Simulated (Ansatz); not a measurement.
Tb₅Ge₃ (P6₃/mcm, No. 193), treated with PBEsol in Ansatz (plane waves, PAW).

Run with plane-wave cutoff 500 eV, 6×6×6 k mesh, Fermi–Dirac smearing 0.05 eV, spin-polarised start, scalar-relativistic PAW data made under PBE.

Computed at the level's own relaxed cell.

Question: What does this level give for the volume per atom, lattice constant a and lattice parameter c?

Answer: 
- volume per atom = 24.23 Å³/atom
- lattice constant a = 8.447 Å
- lattice parameter c = 6.273 Å

The run finds no gap.

Note: the magnetic order was assumed, not searched for or taken from measurement; the 4f shell is treated without U or exact exchange, so its levels and filling can be wrong.

Spin–orbit coupling is not included.

The result took roughly 90 core-minutes.

Ansatz is a first-principles code.
